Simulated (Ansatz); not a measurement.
**Response to strain in MoTe2**

Consider MoTe2 (space group P6_3/mmc, No. 194; a = 3.497 Å, c = 13.696 Å; layered, stacked along the Cartesian z axis). Axes: x lies along a and z along c of the hexagonal cell.

Strains are applied to the cell and any free atomic positions relax.

All numbers come from plane-wave PAW DFT at the PBE-D3(BJ) level (Ansatz, a quantum-chemistry and plane-wave program, 420 eV), spin-orbit coupling left out.

Candidates:
(a) uniaxial strain ε_zz = −0.60 %
(b) uniaxial strain ε_zz = −2.40 %
(c) uniaxial strain ε_zz = −3.00 %
(d) uniaxial strain ε_zz = −1.20 %

Base values:

| Property | Value |
|---|---|
| Band gap | 0.60 eV |

Task: Order them by band gap, highest first.

Result: (a) uniaxial strain ε_zz = −0.60 % (0.56 eV), (d) uniaxial strain ε_zz = −1.20 % (0.51 eV), (b) uniaxial strain ε_zz = −2.40 % (0.37 eV), (c) uniaxial strain ε_zz = −3.00 % (0.29 eV)

Spin-orbit coupling, missing from the scalar runs, can matter with Te. No phonon test of stability was made. The program warned that a D3 coordination switch lies within reach, so dispersion energies are less smooth here. A zero or small gap of MoTe2 under uniaxial strain ε_zz = −3.00 % can be the functional's error rather than a property of the material.
